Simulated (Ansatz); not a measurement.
## A short convergence ladder for Na2CdSn (P6_3/mmc, 8 atoms in the cell)

```yaml
crystal:
  lattice:
    - [4.97037, 0.00000, 0.00000]
    - [-2.48519, 4.30447, 0.00000]
    - [0.00000, 0.00000, 10.01235]
  atoms:
    - { symbol: Na, position: [0.66667, 0.33333, 0.58275] }
    - { symbol: Na, position: [0.33333, 0.66667, 0.41725] }
    - { symbol: Na, position: [0.33333, 0.66667, 0.08275] }
    - { symbol: Na, position: [0.66667, 0.33333, 0.91725] }
    - { symbol: Cd, position: [0.00000, 0.00000, 0.75000] }
    - { symbol: Cd, position: [0.00000, 0.00000, 0.25000] }
    - { symbol: Sn, position: [0.33333, 0.66667, 0.75000] }
    - { symbol: Sn, position: [0.66667, 0.33333, 0.25000] }
```

Base method: LDA (PW92), default PAW files made with PBE (plane waves; Ansatz, an electronic-structure program).

Base settings: basis.ecutwfc = 420 eV; kpoints.mp_grid.grid = 7 7 3; hamiltonian.xc = lda; hamiltonian.pseudopotentials = {kind: paw} (the program's default PAW files); scf.occupations.method = fermi_dirac; scf.occupations.width = 0.1 eV.

Core times come from one kind of shared machine, to one figure; runs under 30 s give none.

**Zone-centre phonons against the cutoff**

In this ladder: phonons.method = dfpt.

The mesh stays at the base's, so the ladder's end is converged at best in this setting alone.

Frequencies are those of the unrelaxed cell, without the LO-TO term of polar crystals.

Only quantities that move along the ladder and can be compared are tabulated.

| basis.ecutwfc | highest zone-centre frequency (cm⁻¹) | core time / last (rough) |
|---|---|---|
| 210 eV | 180.9 | 0.1 |
| 295 eV | 165.4 | 0.3 |
| 355 eV | 166.0 | 0.3 |
| 420 eV | 165.9 | 0.4 |
| 505 eV | 165.9 | 1 |

Coarsest basis.ecutwfc that holds the highest zone-centre frequency within 10 cm⁻¹ of the last step, with all finer ones: 295 eV, at about 0.3 of the last step's time; the step before is off by 15 cm⁻¹.

On the base run: the starting cell comes from a database of computed structures (which also holds hypothetical and non-ambient phases and stackings), without a prior relaxation at this level. Its lattice was rescaled by up to half a per cent.

Keys are those of Ansatz 0.2.
